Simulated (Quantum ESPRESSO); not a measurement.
Pressure against volume in AlB2-type HfB2 (space group 191) (Quantum ESPRESSO, PBE)

```
HfB2
1.0
    3.08417     0.00000     0.00000
   -1.54208     2.67097     0.00000
    0.00000     0.00000     3.41812
Hf B
1 2
Direct
  0.00000   0.00000   0.00000
  0.66667   0.33333   0.50000
  0.33333   0.66667   0.50000
```

Method: PBE, PSlibrary PAW (PBE) pseudopotentials (plane waves; Quantum ESPRESSO). Settings: ecutwfc = 72 Ry; ecutrho = 504 Ry; occupations = smearing; smearing = fermi-dirac; degauss = 0.0036749 Ry; potentials = {Hf: Hf.pbe-spn-kjpaw_psl.1.0.0.UPF, B: B.pbe-n-kjpaw_psl.1.0.0.UPF}; K_POINTS = automatic 21 21 17 0 0 0; conv_thr = 1e-10 Ry; mixing_beta = 0.3. The cell above is the first row's. The rows scale it uniformly. In all rows fractional positions and the k mesh are held.

| V (Å^3/atom) | P (GPa) |
|---|---|
| 9.386 | 14.46 |
| 9.590 | 8.11 |
| 9.794 | 2.36 |
| 9.998 | -2.84 |
| 10.202 | -7.54 |
| 10.406 | -11.80 |
| 10.610 | -15.65 |
| 10.814 | -19.13 |
| 11.018 | ? |

Q: Using a cubic, estimate the missing P at V = 11.018 from the other rows, showing the fit.

A: With u = V - 10.1, the rows have u = -0.7140, -0.5100, -0.3060, -0.1020, 0.1020, 0.3060, 0.5100, 0.7140. Least squares gives P = -5.253 - 23.0513·u + 5.7198·u² - 0.9251·u³. Residuals (row less fit): 0.002, -0.004, -0.003, 0.001, 0.006, -0.002, -0.006, 0.002; standard error 0.005 (degrees of freedom: 4). The fitted pressure is zero at V0 = 9.884, where dP/dV = -25.65, so B0 = -V0·dP/dV = 254 GPa. At the withheld row, u = 0.9180, so P = -5.253 - 23.0513 × 0.9180 + 5.7198 × 0.9180² - 0.9251 × 0.9180³ = -22.310 GPa. The calculation gives -22.28 GPa, 0.030 GPa above the prediction (0.1 % of the range of P in the table). The row lies outside the fitted rows, so this is an extrapolation. From the scatter of the fitted rows alone, a prediction at this place has a standard error of 0.014 GPa, so the miss is 2.2 times that.

Carrying the step between the two nearest rows on in a straight line would have given -22.61, off by 0.33; series whose last step already gives the withheld value aren't shown. The scan was laid around a cell of about the measured size, scaled by a guess for this functional; axis ratios and inner coordinates come from that cell. The runs keep the symmetry of the cell, so they don't test it for distortions. Spin-orbit coupling is off. The shape of the cell and the inner coordinates aren't relaxed, so V0 and B0 belong to this uniform scaling; a relaxed crystal lies no higher in energy and is usually softer. Cutoffs and mesh are single choices, not tested for convergence of this quantity. Series with a scatter that would blur these digits, or in which a gap closes, are not shown.
